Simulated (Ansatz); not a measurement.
An Ansatz (a quantum-chemistry and plane-wave program) run: Cu with a change (biaxial strain −0.50 %, plane normal [001], relaxed out of plane); Ansatz r2SCAN, no spin-orbit coupling.

Input:

Ansatz 0.2 input:
```yaml
crystal:
  lattice:
    - [2.5165016549, 0, 0]
    - [0, 2.5165016549, 0]
    - [1.2582508274, -1.2582508274, 1.7928482146]
  atoms:
    - { symbol: Cu, position: [0, 0, 0] }
basis: { ecutwfc: 500, ecutrho_ratio: 4, xc_grid: 4, fft_grid_basis: typed }
kpoints: { mp_grid: { grid: [32, 32, 32] } }
hamiltonian:
  xc: r2scan
  dispersion: none
  pseudopotentials: { kind: paw }
scf: { occupations: { method: fermi_dirac, width: 0.1 } }
relax: { f_tol: 0.005, max_steps: 50, cell: { stress_tol: 0.01, fix: [a, b, gamma] } }
output: { forces: true, stress: true }
checkpoint: { write: state.ck, write_every: 1000 }
```

Output (explanatory and most iteration lines left out):

```
Relaxation: its limit of steps is 50 (relax.max_steps)
Pseudopotential: Cu, paw, valence charge 19
Crystal: 1 atoms, lattice volume = 11.354 Å³
Basis set: ecut = 500 eV, 283 PW (Γ), exchange–correlation on 80×80×80 points (64 copies of the dense FFT grid, shifted against one another)
Bands: 14, of which v1, the nominal top of the filled ones, is band 10 counted from 1 (9 counted from 0)
Symmetry: 16 space group operations
Space group: I4/mmm (ITA 139), of the structure as read, at distance tolerance 2.2e-5 Å
k-points: 2393 of 32768
Functional: x = r2scan, c = r2scan; τ floored in thin density (d = 2e-4 eV/Å³)
SCF iter   1: F=—  HF=-6631.260150 eV  |F-HF|=—  |Δ(HF+E_count)|=         —  Δρ=4.01e-2  dr2=9.94e-2  dr2_τ=7.34e-4  ethr=1.77e-3  ⟨swp⟩=5.1  Hψ=167557  notcnv=0
SCF iter   2: F=—  HF=-6631.270692 eV  |F-HF|=—  |Δ(HF+E_count)|=   1.05e-2  Δρ=3.84e-2  dr2=8.96e-2  dr2_τ=1.07e-3  ethr=5.23e-4  ⟨swp⟩=2.8  Hψ=78887  notcnv=0  defer=400
SCF 1 converged in 7 iterations: F = -6631.242194 eV  dr2 = 1.40e-10
relax step   1: F+E_penalty+E_count = -6631.24219400 eV  Δ(F+E_penalty+E_count) = +0.000e0 eV  max|allowed force component| = 0.000e0 eV/Å  Δτ_max = 0.0000 Å  P = +1.246 GPa  Ω = 11.354 Å³  fix = [a, b, gamma]  reactions: a +1.401, b +1.401 GPa  (7 SCF iters, dr2 threshold 1.00e-7 eV, accepted)
[... steps on the carried basis left out ...]
relax step   5: F+E_penalty+E_count = -6631.24234139 eV  Δ(F+E_penalty+E_count) = +3.112e-7 eV  max|allowed force component| = 0.000e0 eV/Å  Δτ_max = 0.0000 Å  P = +0.500 GPa  Ω = 11.405 Å³  energy of the carried Pulay correction = -3.354e-7 eV  fix = [a, b, gamma]  reactions: a +0.750, b +0.750 GPa  (4 SCF iters, dr2 threshold 3.52e-10 eV, accepted)
Crystal: 1 atoms, lattice volume = 11.405 Å³
SCF iter   1: F=—  HF=-6631.242342 eV  |F-HF|=—  |Δ(HF+E_count)|=         —  Δρ=1.05e-6  dr2=9.39e-11  dr2_τ=2.54e-12  ethr=5.14e-11  ⟨swp⟩=4.1  Hψ=294164  notcnv=0
SCF iter   2: F=—  HF=-6631.242342 eV  |F-HF|=—  |Δ(HF+E_count)|=  4.18e-11  Δρ=1.54e-6  dr2=1.20e-10  dr2_τ=1.30e-12  ethr=4.94e-13 (applied; sched 1.00e-12)  ⟨swp⟩=2.2  Hψ=51343  notcnv=0
SCF 6 converged in 5 iterations: F = -6631.242342 eV  dr2 = 1.77e-13
SCF converged after 5 iterations
Free energy (F): -6631.242342 eV
Internal energy: -6631.233179 eV  (E = F + TS)
E sigma→0 (E₀):  -6631.237760 eV
Entropy (-TS):   -0.009163 eV (-9.163 meV/atom)
Fermi energy:    17.348001 eV
--- Forces (eV/Å), atoms counted from 1 ---
  atom   1  Cu    -0.00000000    -0.00000000     0.00000000
--- Stress (GPa, compression-positive) ---
        0.750082       0.000000       0.000000
        0.000000       0.750082      -0.000000
        0.000000      -0.000000       0.000183
  P = ⅓ Tr σ = 0.5001 GPa (5.001 kbar)
--- Relaxed structure (4 steps of the walk, 4 accepted, 2 SCFs on fresh bases) ---
  cell:  # Å, volume = 11.4047 Å³
    - [2.5165016549, 2.4467151036928564e-22, 3.509084812401732e-11]
    - [2.4467150159068823e-22, 2.5165016549, -3.509084749446985e-11]
    - [1.2582508274248878, -1.2582508274248878, 1.8008939380907425]
  atoms:
    - { symbol: Cu, position: [0.0, 0.0, 0.0] }
```

Stability against distortions was not tested. All final runs are without spin polarisation. The cell was made from Cu in the fcc (Cu type) structure (space group Fm-3m, No. 225) by this change: biaxial strain −0.50 %, plane normal [001], relaxed out of plane.
